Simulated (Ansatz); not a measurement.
Base system: CdS in the wurtzite structure (space group P6_3mc, No. 186; a = 4.164 Å, c = 6.769 Å).

Structures relaxed with Ansatz (an electronic-structure program) r2SCAN, without spin-orbit coupling, earlier PAW set.

Base:

Simulated powder pattern, Cu Kα1, λ = 1.54056 Å (kinematic, ideal powder, no thermal factors, no anomalous dispersion; the 10 strongest lines at most, above 2 %, up to 2θ = 90°):

| 2θ (°) | I/Imax (%) | hkl |
|---|---|---|
| 24.67 | 59 | (100) |
| 26.31 | 43 | (002) |
| 28.01 | 100 | (101) |
| 36.37 | 27 | (102) |
| 43.42 | 49 | (110) |
| 47.49 | 50 | (103) |
| 51.49 | 39 | (112) |
| 52.47 | 17 | (201) |
| 66.30 | 17 | (203) |
| 82.63 | 19 | (213) |

Perturbation: hydrostatic tension (pressure −2 GPa).

**Question.** How do the reflections move or split?

**Answer.** 
Simulated powder pattern, Cu Kα1, λ = 1.54056 Å (kinematic, ideal powder, no thermal factors, no anomalous dispersion; the 10 strongest lines at most, above 2 %, up to 2θ = 90°):

| 2θ (°) | d (Å) | I/Imax (%) | hkl |
|---|---|---|---|
| 24.36 | 3.650 | 59 | (100) |
| 26.00 | 3.424 | 43 | (002) |
| 27.67 | 3.221 | 100 | (101) |
| 35.93 | 2.497 | 27 | (102) |
| 42.88 | 2.108 | 49 | (110) |
| 46.90 | 1.936 | 50 | (103) |
| 50.83 | 1.795 | 39 | (112) |
| 51.79 | 1.764 | 17 | (201) |
| 65.41 | 1.426 | 18 | (203) |
| 81.44 | 1.181 | 19 | (213) |

The indices refer to the base's conventional cell; one index is shown for lines that coincide.

Load acts through the strain it causes; cell and atoms are relaxed under it. No phonon test of stability was made.
